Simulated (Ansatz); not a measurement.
B₂O₃ (P3₁21, No. 152) was calculated with PBEsol in Ansatz (PAW).

Numerical settings: plane-wave cutoff 520 eV, 12×12×4 k mesh (along the axes of the cell as run), scalar-relativistic PAW data made under PBE.

Computed at the level's own relaxed cell.

```
B2O3
1.0
    4.34930     0.00000     0.00000
   -2.17465     3.76661     0.00000
    0.00000     0.00000     8.37392
O B
9 6
Cartesian
  2.28061   0.55297   1.06296
  2.73011   1.69858   3.85427
  1.51323   1.51505   6.64557
 -0.66142   2.25155   7.31095
  0.10596   3.21364   4.51965
  0.55546   2.06802   1.72834
  0.69291   0.00000   2.79131
 -0.34646   0.60008   5.58261
  1.82820   3.16653   0.00000
  1.22814   0.87469   1.88578
  2.97772   0.62626   4.67709
  2.31809   2.26566   7.46839
  0.14343   1.50095   6.48813
 -0.94651   2.89191   3.69683
  0.80307   3.14035   0.90552
```

Question: Give the elastic tensor (Voigt notation, GPa, ions relaxed, in the Cartesian axes of the cell as printed).

Answer: 
```
  158.6    41.4     5.2    10.4     0.0     0.0
   41.4   158.6     5.2   -10.4     0.0     0.0
    5.2     5.2    49.6     0.0     0.0     0.0
   10.4   -10.4     0.0    41.4     0.0     0.0
    0.0     0.0     0.0     0.0    41.4    10.4
    0.0     0.0     0.0     0.0    10.4    58.6
```

Computed values are for the static lattice.

Ansatz is a quantum-chemistry and plane-wave program.
